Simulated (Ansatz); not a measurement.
Phonons of cubic perovskite NaMgF₃ at temperature

Method: the stochastic self-consistent harmonic approximation in a 2×2×2 supercell, PBEsol density-functional theory in Ansatz (plane waves, PAW). The cell was generated from a structure type, relaxed within its symmetry, and need not be the phase found at ambient conditions. The cell is fixed at its relaxed static size. Melting and transitions to other phases are not modelled. Frequencies in cm⁻¹ at q = (0.00, 0.50, 0.50) (fractions of the primitive reciprocal vectors), each column in ascending order, rows equal in every column written once; i marks an imaginary mode. The auxiliary (Gaussian) frequencies are positive by construction; the free-energy Hessian decides stability.

| harmonic | Gaussian 300 K | Hessian 300 K | Gaussian 600 K | Hessian 600 K |
|---|---|---|---|---|
| 122i | 35 | 36i | 49 | 32i |
| 19i | 114 | 92 | 127 | 99 |
| 19i | 126 | 104 | 141 | 113 |
| 36 | 126 | 104 | 141 | 113 |
| 163 | 187 | 177 | 193 | 179 |
| 195 | 204 | 194 | 208 | 194 |
| 218 | 216 | 213 | 215 | 212 |
| 280 | 293 | 281 | 297 | 284 |
| 408 | 382 | 370 | 387 | 367 |
| 449 | 437 | 429 | 439 | 426 |
| 524 | 498 | 487 | 504 | 486 |
| 535 | 503 | 487 | 510 | 487 |

```
Quantity                                                                      Result
-------------------------------------------------------------------  ---------------
pressure at 300 K in this cell                                       0.34 ± 0.06 GPa
pressure at 600 K in this cell                                       1.51 ± 0.04 GPa
pressure near 300 K by path-integral sampling of the fitted surface        -1.41 GPa
pressure near 600 K by path-integral sampling of the fitted surface         0.20 GPa
static pressure                                                             0.00 GPa
```

Over all wave vectors of the supercell the softest harmonic mode is 123i cm⁻¹ at q = (0.50, 0.50, 0.50); the softest of the Hessian is 36i cm⁻¹ at q = (0.00, 0.50, 0.50) at 300 K (error 12; the run's verdict: undecided), 32i cm⁻¹ at q = (0.00, 0.50, 0.50) at 600 K (error 8; the run's verdict: unstable).

Ansatz is a first-principles code.
